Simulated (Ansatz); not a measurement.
Band structure of B4Rh5 (P6_3/mmc, 18 atoms in the cell).

```xyz
18
Lattice="3.3232 0.0000 0.0000 -1.6616 2.8780 0.0000 0.0000 0.0000 20.2989" Properties=species:S:1:pos:R:3 pbc="T T T"
B      1.6616     0.9593     1.7447
B      0.0000     1.9187    18.5542
B      0.0000     1.9187    11.8942
B      1.6616     0.9593     8.4048
B      1.6616     0.9593     6.1640
B      0.0000     1.9187    14.1350
B      0.0000     1.9187    16.3134
B      1.6616     0.9593     3.9855
Rh     0.0000     0.0000    17.3034
Rh     0.0000     0.0000     2.9955
Rh     0.0000     0.0000     7.1540
Rh     0.0000     0.0000    13.1450
Rh     1.6616     0.9593    19.3370
Rh     0.0000     1.9187     0.9620
Rh     0.0000     1.9187     9.1875
Rh     1.6616     0.9593    11.1114
Rh     1.6616     0.9593    15.2242
Rh     0.0000     1.9187     5.0747
```

Computed with LDA (PW92), default PAW files made with PBE (plane waves; Ansatz, a quantum-chemistry and plane-wave program).

Settings: kpoints.mp_grid.grid = 7 7 1; hamiltonian.xc = lda; hamiltonian.pseudopotentials = {kind: paw} (the program's default PAW files); scf.occupations.method = cold; scf.occupations.width = 0.01 Ry; kpoints.band_path.npoints = 10.

The starting cell comes from a database of computed structures (which also holds hypothetical and non-ambient phases and stackings), without a prior relaxation at this level. Spin polarisation is off.

Levels in eV from the Fermi level, bands 95 to 102:
```json
[
 {"point": "Γ", "95": "-0.85", "96": "-0.79", "97": "-0.34", "98": "-0.34", "99": "0.00", "100": "0.00", "101": "2.08", "102": "3.07"},
 {"point": "M", "95": "-0.71", "96": "-0.58", "97": "-0.51", "98": "0.32", "99": "0.44", "100": "0.46", "101": "1.33", "102": "1.84"},
 {"point": "K", "95": "-0.59", "96": "-0.53", "97": "-0.53", "98": "-0.36", "99": "0.58", "100": "0.58", "101": "1.52", "102": "1.52"},
 {"point": "A", "95": "-0.90", "96": "-0.90", "97": "-0.14", "98": "-0.14", "99": "-0.14", "100": "-0.14", "101": "2.47", "102": "2.47"},
 {"point": "L", "95": "-0.56", "96": "-0.56", "97": "-0.13", "98": "-0.13", "99": "0.45", "100": "0.45", "101": "1.86", "102": "1.86"},
 {"point": "H", "95": "-0.59", "96": "-0.59", "97": "-0.47", "98": "-0.47", "99": "0.60", "100": "0.60", "101": "1.49", "102": "1.49"}
]
```

Bands cross the Fermi level along this path, so the cell is metallic at this level.

Keys are those of Ansatz 0.2.
